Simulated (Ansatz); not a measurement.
# What biaxial strain −0.75 %, plane normal [001], relaxed out of plane does to LiNbO3

Start from LiNbO3 (space group R3c, No. 161).

```xyz
10
Lattice="2.5337 1.4629 4.5624 -2.5337 1.4629 4.5624 0.0000 -2.9257 4.5624" Properties=species:S:1:pos:R:3 pbc="T T T"
Li     0.0000     0.0000     3.8481
Li     0.0000     0.0000    10.6917
Nb     0.0000     0.0000    13.6533
Nb     0.0000     0.0000     6.8097
O     -0.6593    -1.4089     5.4222
O      1.5498     0.1335     5.4222
O     -0.8905     1.2754     5.4222
O     -1.6432    -0.1874     7.7034
O      0.6593     1.5168     7.7034
O      0.9839    -1.3293     7.7034
```

Cartesian axes are those of the cell as printed.

It is then changed as follows: compressive biaxial strain of 0.75 % in the plane normal to [001], as in epitaxy on a mismatched substrate; the out-of-plane cell vector and the atoms relax.

Method: LDA/PAW in Ansatz (a program for electronic structure), scalar-relativistic without spin-orbit coupling. k-mesh 8×8×8 (Γ-centred); smearing 0.05 eV (Fermi–Dirac).

| quantity | base | changed | shift |
|---|---|---|---|
| volume per atom | 10.15 Å³ | 10.04 Å³ | -0.104 Å³ |
| shortest interatomic distance | 1.880 Å | 1.878 Å | -0.002 Å |
| energy relative to the base (free energy F) | 0 meV/atom | +0.9 meV/atom | +0.9 meV/atom |
| pressure (mean of the normal stresses, compression positive) | 0.00 GPa | 1.21 GPa | +1.215 GPa |
| band gap (an upper bound: an edge found on the path is not a true extremum; both cells) | 3.50 eV | 3.52 eV | +0.014 eV |
| out-of-plane strain | – | +0.48 % | – |
| mean in-plane stress (compression positive) | – | +1.8 GPa | – |

Whether these cells are dynamically stable was not tested.
